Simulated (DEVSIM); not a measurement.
Device: Ru/La2O3/SiO2/p-Si capacitor, at 300 K.

```tsv
layer (left to right)	material	thickness (nm)	Na (cm⁻³)
1	La2O3	13.0	-
2	SiO2	0.960	-
3	Si	960	3.6e17
```

Metal gate on the left, work function 4.7 eV. Fixed charge at the semiconductor interface 0 cm⁻² (in units of +e); no interface traps.

Constants are typed, rounded textbook-type inputs, not results; the design itself was drawn at random and stands for no fabricated device. Values at 300 K.

| parameter | La2O3 | SiO2 | Si |
|---|---|---|---|
| gap (eV) | 5.8 | 9 | 1.124 |
| affinity (eV) | 1.8 | 0.9 | 4.05 |
| permittivity | 27 | 3.9 | 11.7 |
| Nc (cm⁻³) | - | - | 2.86e19 |
| Nv (cm⁻³) | - | - | 3.1e19 |

Simulated with DEVSIM: 1D Poisson equation in equilibrium, Boltzmann statistics, complete ionisation; no quantum confinement or tunnelling. Metal contacts follow the ideal Schottky-Mott rule: no Fermi-level pinning, no interface dipoles.

The La2O3 thickness was swept, all else fixed.

```json
[
 {"La2O3 thickness (μm)": "0.0052", "minimum of the low-frequency capacitance (μF/cm²)": "0.184", "capacitance of the dielectric stack (μF/cm²)": "2.02", "threshold voltage (band bending 2φF) (V)": "0.70"},
 {"La2O3 thickness (μm)": "0.0072", "minimum of the low-frequency capacitance (μF/cm²)": "0.180", "capacitance of the dielectric stack (μF/cm²)": "1.73", "threshold voltage (band bending 2φF) (V)": "0.73"},
 {"La2O3 thickness (μm)": "0.0091", "minimum of the low-frequency capacitance (μF/cm²)": "0.179", "capacitance of the dielectric stack (μF/cm²)": "1.52", "threshold voltage (band bending 2φF) (V)": "0.75"},
 {"La2O3 thickness (μm)": "0.011", "minimum of the low-frequency capacitance (μF/cm²)": "0.178", "capacitance of the dielectric stack (μF/cm²)": "1.35", "threshold voltage (band bending 2φF) (V)": "0.78"},
 {"La2O3 thickness (μm)": "0.013", "minimum of the low-frequency capacitance (μF/cm²)": "0.173", "capacitance of the dielectric stack (μF/cm²)": "1.22", "threshold voltage (band bending 2φF) (V)": "0.81"},
 {"La2O3 thickness (μm)": "0.016", "minimum of the low-frequency capacitance (μF/cm²)": "0.169", "capacitance of the dielectric stack (μF/cm²)": "1.06", "threshold voltage (band bending 2φF) (V)": "0.85"}
]
```

From the first row to the last the minimum of the low-frequency capacitance goes from 0.184 to 0.169. From the first row to the last the capacitance of the dielectric stack goes from 2.02 to 1.06.
